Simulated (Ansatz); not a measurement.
Results of G0W0@PBEsol (Ansatz, a program for electronic structure, hard PAW, contour deformation) for Be₃N₂ (R3m, No. 160, 5 atoms in the cell; start mp-1070456; a measured phase of this formula has another space group).

The cell is the one relaxed with PBEsol. Conventional cell: a = 2.8345 Å, b = 2.8345 Å, c = 14.5545 Å, α = 90.00°, β = 90.00°, γ = 120.00°.

One run with a 8×8×8 mesh, response cutoff 100 eV and 141 empty bands, not extrapolated in mesh or basis; no spin–orbit coupling.

Highest filled and lowest empty level by k point (fractions of the reciprocal vectors of the cell (1.417 0.818 4.851) (-1.417 0.818 4.851) (-0.000 -1.637 4.851) Å; eV from the valence maximum of each method):

```csv
k,PBEsol filled,PBEsol empty,QP filled,QP empty
0 0 0,0.00,6.03,0.00,7.70
0 0.125 -0.5,-2.10,5.96,-2.31,7.60
0 0.125 -0.375,-1.83,5.99,…,…
0.125 0.125 -0.5,-1.85,5.26,-2.07,6.84
0.125 0.25 -0.375,-1.98,4.94,…,…
0.125 0.25 -0.25,-1.46,5.18,-1.56,6.78
0.25 0.25 -0.5,-1.21,5.84,-1.35,7.49
0.375 0.375 -0.375,-0.97,5.45,-1.07,7.07
```

Task: Estimate the withheld levels to about 0.1 eV.

Result: 
- 0 0.125 -0.375, QP filled: -1.99
- 0 0.125 -0.375, QP empty: 7.65
- 0.125 0.25 -0.375, QP filled: -2.18
- 0.125 0.25 -0.375, QP empty: 6.51

A start named mp-… is a Materials Project structure, which need not be a measured phase.
